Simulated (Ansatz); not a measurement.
Start from TiO₂ in the anatase structure (space group I4_1/amd, No. 141; a = 3.770 Å, c = 9.555 Å).

All numbers come from plane-wave PAW DFT at the PBEsol level (Ansatz, a quantum-chemistry and plane-wave program, 420 eV), spin-orbit coupling left out, earlier PAW set.

Before the change:

The smallest direct gap is 2.44 eV. The band gap is 2.11 eV. The width of the top valence band is 0.84 eV.

Now apply this change: the cell is scaled by 0.9431 in all directions, atoms relaxed at fixed cell.

**Question.** Estimate the effect on the smallest direct gap.

**Answer.** The smallest direct gap rises by 0.262 eV (2.44 eV → 2.71 eV).

**Question.** What does the calculation give for the energy relative to the base after the change?

**Answer.** The energy grows by 0.255 eV/atom.

**Question.** How does this affect the band gap?

**Answer.** The band gap goes up by 0.13 eV (2.11 eV → 2.24 eV).

**Question.** What happens to the width of the top valence band?

**Answer.** The width of the top valence band rises by 0.15 eV, from 0.84 eV to 0.99 eV.

**Question.** Predict the new largest internal atomic displacement.

**Answer.** The largest internal atomic displacement comes out as 0.053 Å.

The cells carry an imposed strain or load. No phonon test of stability was made. The final runs are not spin-polarised.
